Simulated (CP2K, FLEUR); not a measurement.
A FLEUR input for a self-consistent single point of MgCd₃ (Imm2, 4 atoms in the cell) (DFT, LDA (Perdew-Zunger), all-electron FLAPW (FLEUR), scalar-relativistic valence):

Input of the input generator:

```
MgCd3
&input film=f /
-3.0110593714 9.6128591617 5.0248403469
3.0110593714 -9.6128591617 5.0248403469
3.0110593714 9.6128591617 -5.0248403469
1.0
1.0 1.0 1.0

4
12 0.6656400000 0.6656400000 -0.0000000000
48 0.1687500000 0.6687500000 0.5000000000
48 0.7481100000 0.9994700000 0.7486400000
48 0.2508300000 0.9994700000 0.2513600000

&comp jspins=1 /
&exco xctyp='pz' /
&kpt div1=7 div2=7 div3=7 /
&end /
```

```xml
<?xml version="1.0" encoding="UTF-8" standalone="no"?>
<fleurInput fleurInputVersion="0.39">
   <comment>
      MgCd3                                                                                               
   </comment>
   <calculationSetup>
      <cutoffs Kmax="3.8" Gmax="11.4" GmaxXC="11.4" numbands="0"/>
      <scfLoop itmax="100" minDistance="0.00001" maxIterBroyd="15" imix="Anderson" alpha="0.05" precondParam="0.0" spinf="2.0"/>
      <coreElectrons ctail="T" frcor="F" kcrel="0" coretail_lmax="0"/>
      <xcFunctional name="pz" relativisticCorrections="F"/>
      <magnetism jspins="1"/>
      <soc l_soc="F" theta="0.0" phi="0.0" spav="F"/>
      <expertModes spex="0" secvar="F"/>
      <geometryOptimization l_f="T" forcealpha="1.0" forcemix="BFGS" epsdisp="0.00001" epsforce="0.00001"/>
      <ldaU l_linMix="F" mixParam="0.05" spinf="1.0"/>
   </calculationSetup>
   <cell>
      <bzIntegration valenceElectrons="64.0" mode="hist" fermiSmearingEnergy="0.00183747">
         <kPointListSelection listName="default-1"/>
         <!-- k-points included here -->
         <xi:include xmlns:xi="http://www.w3.org/2001/XInclude" href="kpts.xml"> </xi:include>
      </bzIntegration>
      <!-- symmetry operations included here -->
      <xi:include xmlns:xi="http://www.w3.org/2001/XInclude" href="sym.xml"> </xi:include>
      <bulkLattice scale="1.0">
         <bravaisMatrix>
            <row-1>   -3.0110593714000000     9.6128591616999994     5.0248403468999996</row-1>
            <row-2>    3.0110593714000000    -9.6128591616999994     5.0248403468999996</row-2>
            <row-3>    3.0110593714000000     9.6128591616999994    -5.0248403468999996</row-3>
         </bravaisMatrix>
      </bulkLattice>
   </cell>
   <atomSpecies>
      <species name="Magnesium (Mg)" element="Mg" atomicNumber="12">
         <mtSphere radius="2.68" gridPoints="925" logIncrement="0.013"/>
         <atomicCutoffs lmax="10" lnonsphr="8"/>
         <electronConfig flipSpins="F">
            <coreConfig>(1s1/2)</coreConfig>
            <valenceConfig>(2s1/2) (2p1/2) (2p3/2) (3s1/2)</valenceConfig>
         </electronConfig>
         <energyParameters s="3" p="3" d="3" f="4"/>
         <lo type="SCLO" l="0" n="2" eDeriv="0"/>
         <lo type="SCLO" l="1" n="2" eDeriv="0"/>
      </species>
      <species name="Cadmium (Cd)" element="Cd" atomicNumber="48">
         <mtSphere radius="2.68" gridPoints="925" logIncrement="0.014"/>
         <atomicCutoffs lmax="10" lnonsphr="8"/>
         <electronConfig flipSpins="F">
            <coreConfig>(1s1/2) (2s1/2) (2p1/2) (2p3/2) (3s1/2) (3p1/2) (3p3/2) (4s1/2) (3d3/2) (3d5/2)</coreConfig>
            <valenceConfig>(4p1/2) (4p3/2) (5s1/2) (4d3/2) (4d5/2)</valenceConfig>
         </electronConfig>
         <energyParameters s="5" p="5" d="4" f="4"/>
         <lo type="SCLO" l="1" n="4" eDeriv="0"/>
         <lo type="HELO" l="2" n="5" eDeriv="0"/>
      </species>
   </atomSpecies>
   <atomGroups>
      <atomGroup species="Magnesium (Mg)">
         <relPos label="                   1">-.3343600000 -.3343600000 .0000000000</relPos>
         <force calculate="T" relaxXYZ="TTT"/>
      </atomGroup>
      <atomGroup species="Cadmium (Cd)">
         <relPos label="                   2">.1687500000 -.3312500000 1.000/2.000</relPos>
         <force calculate="T" relaxXYZ="TTT"/>
      </atomGroup>
      <atomGroup species="Cadmium (Cd)">
         <relPos label="                   3">-.2518900000 -.0005300000 -.2513600000</relPos>
         <relPos label="                   4">.2508300000 -.0005300000 .2513600000</relPos>
         <force calculate="T" relaxXYZ="TTT"/>
      </atomGroup>
   </atomGroups>
   <output dos="F" band="F" slice="F">
      <checks vchk="F" cdinf="F"/>
      <bandDOS minEnergy="-.5*Htr" maxEnergy="0.5*Htr" sigma="0.015" storeEVData="T"/>
      <vacuumDOS vacdos="F" integ="F" star="F" nstars="0" locx1="0.0" locy1="0.0" locx2="0.0" locy2="0.0" nstm="0" tworkf="0.0"/>
      <unfoldingBand unfoldBand="F" supercellX="1" supercellY="1" supercellZ="1"/>
      <plotting iplot="0" polar="F">
         <plot TwoD="T" vec1="  1.0  0.0  0.0" vec2="  0.0  1.0  0.0" vec3="  0.0  0.0  1.0" zero="  0.0  0.0  0.0" file="plot"/>
      </plotting>
      <chargeDensitySlicing numkpt="0" minEigenval="0.0" maxEigenval="0.0" nnne="0" pallst="F"/>
      <specialOutput eonly="F"/>
      <magneticCircularDichroism mcd="F" energyLo="-10.0" energyUp="0.0"/>
   </output>
  <!-- We include the file relax.xml here to enable relaxations (see documentation) -->
  <xi:include xmlns:xi="http://www.w3.org/2001/XInclude" href="relax.xml"> <xi:fallback/> </xi:include>
</fleurInput>
```

Q: Give the CP2K input for the same structure, mesh, smearing and functional.

A: This is the input that was run; spellings and numerical settings could be chosen otherwise.

```
&GLOBAL
  PROJECT run
  RUN_TYPE ENERGY_FORCE
  PRINT_LEVEL LOW
&END GLOBAL
&FORCE_EVAL
  METHOD Quickstep
  STRESS_TENSOR ANALYTICAL
  &DFT
    BASIS_SET_FILE_NAME BASIS_MOLOPT
    POTENTIAL_FILE_NAME GTH_POTENTIALS
    &QS
      METHOD GPW
      EPS_DEFAULT 1E-10
    &END QS
    &MGRID
      CUTOFF 1000
      REL_CUTOFF 60
      NGRIDS 5
    &END MGRID
    &SCF
      SCF_GUESS ATOMIC
      EPS_SCF 1E-7
      MAX_SCF 100
      ADDED_MOS 8
      &DIAGONALIZATION
        ALGORITHM STANDARD
      &END DIAGONALIZATION
      &MIXING
        METHOD BROYDEN_MIXING
        ALPHA 0.3
        NBUFFER 8
        BETA 1.5
      &END MIXING
      &SMEAR ON
        METHOD FERMI_DIRAC
        ELECTRONIC_TEMPERATURE [K] 580.23
      &END SMEAR
    &END SCF
    &KPOINTS
      SCHEME MONKHORST-PACK 7 7 7
    &END KPOINTS
    &XC
      &XC_FUNCTIONAL PADE
      &END XC_FUNCTIONAL
    &END XC
    &PRINT
      &MO
        EIGENVALUES T
        OCCUPATION_NUMBERS T
        NDIGITS 8
        FILENAME mo
        &EACH
          QS_SCF 0
        &END EACH
        ADD_LAST NUMERIC
      &END MO
      &MULLIKEN OFF
      &END MULLIKEN
    &END PRINT
  &END DFT
  &SUBSYS
    &CELL
      ABC 5.95700700 5.95700699 5.95700626
      ALPHA_BETA_GAMMA 148.97119147 62.71510108 126.97791220
      PERIODIC XYZ
    &END CELL
    &COORD
      Mg       1.58011287     3.16768690     0.00000000
      Cd      -0.02561653     1.01565546     1.52053550
      Cd       2.91958698     1.51198334     2.27666739
      Cd      -1.40067723     3.66702727     0.76440361
    &END COORD
    &KIND Mg
      BASIS_SET DZVP-MOLOPT-SR-GTH-q10
      POTENTIAL GTH-PADE-q10
    &END KIND
    &KIND Cd
      BASIS_SET DZVP-MOLOPT-SR-GTH-q12
      POTENTIAL GTH-PADE-q12
    &END KIND
  &END SUBSYS
  &PRINT
    &FORCES ON
    &END FORCES
    &STRESS_TENSOR ON
    &END STRESS_TENSOR
  &END PRINT
&END FORCE_EVAL
```

Basis settings and potentials, where a program has them, do not carry over. This input uses DFT LDA (Pade form), GPW, DZVP-MOLOPT-SR-GTH basis, GTH-PADE potentials (GTH_POTENTIALS). LDA parametrisations can differ slightly between programs.

The starting cell comes from a database of computed structures (which also holds hypothetical and non-ambient phases and stackings), without a prior relaxation at this level. Its lattice was rescaled by a random factor within 2.5 % of one.
